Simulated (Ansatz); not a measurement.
## HfS2: response to strain

Consider HfS$_{2}$ in the CdI2 type structure (space group P-3m1, No. 164; a = 3.606 Å, c = 5.768 Å; layered, stacked along the Cartesian z axis).

Strains are applied to the cell and any free atomic positions relax.

Calculations: Ansatz (a quantum-chemistry and plane-wave program) PBE-D3(BJ), no spin-orbit coupling.

Notes on the quantities. energy relative to the base: free energy F.

```json
[
 {"case": "base", "energy relative to the base": "0 meV/atom", "band gap": "0.85 eV", "volume per atom": "21.65 Å³", "width of the top valence band": "2.10 eV"},
 {"case": "isotropic strain −3.00 %", "energy relative to the base": "___", "band gap": "___", "volume per atom": "19.76 Å³", "width of the top valence band": "___"},
 {"case": "isotropic strain −2.50 %", "energy relative to the base": "+19 meV/atom", "band gap": "0.47 eV", "volume per atom": "20.06 Å³", "width of the top valence band": "2.36 eV"},
 {"case": "isotropic strain −2.00 %", "energy relative to the base": "+12 meV/atom", "band gap": "0.55 eV", "volume per atom": "20.37 Å³", "width of the top valence band": "2.31 eV"},
 {"case": "isotropic strain −1.50 %", "energy relative to the base": "+6.6 meV/atom", "band gap": "0.63 eV", "volume per atom": "20.69 Å³", "width of the top valence band": "2.25 eV"},
 {"case": "isotropic strain −1.00 %", "energy relative to the base": "+2.9 meV/atom", "band gap": "0.71 eV", "volume per atom": "21.00 Å³", "width of the top valence band": "2.20 eV"},
 {"case": "isotropic strain −0.50 %", "energy relative to the base": "+0.7 meV/atom", "band gap": "0.78 eV", "volume per atom": "21.32 Å³", "width of the top valence band": "2.15 eV"},
 {"case": "isotropic strain +1.50 %", "energy relative to the base": "+6.0 meV/atom", "band gap": "1.04 eV", "volume per atom": "22.64 Å³", "width of the top valence band": "1.97 eV"},
 {"case": "isotropic strain +2.00 %", "energy relative to the base": "+11 meV/atom", "band gap": "1.09 eV", "volume per atom": "22.97 Å³", "width of the top valence band": "1.93 eV"},
 {"case": "isotropic strain +2.50 %", "energy relative to the base": "+16 meV/atom", "band gap": "1.14 eV", "volume per atom": "23.31 Å³", "width of the top valence band": "1.90 eV"}
]
```

Q: What belongs in the blanks?

A: 
- isotropic strain −3.00 %, energy relative to the base: +28 meV/atom
- isotropic strain −3.00 %, band gap: 0.38 eV
- isotropic strain −3.00 %, width of the top valence band: 2.42 eV

Spin-orbit coupling, missing from the scalar runs, can matter with Hf. Stability against distortions was not tested.
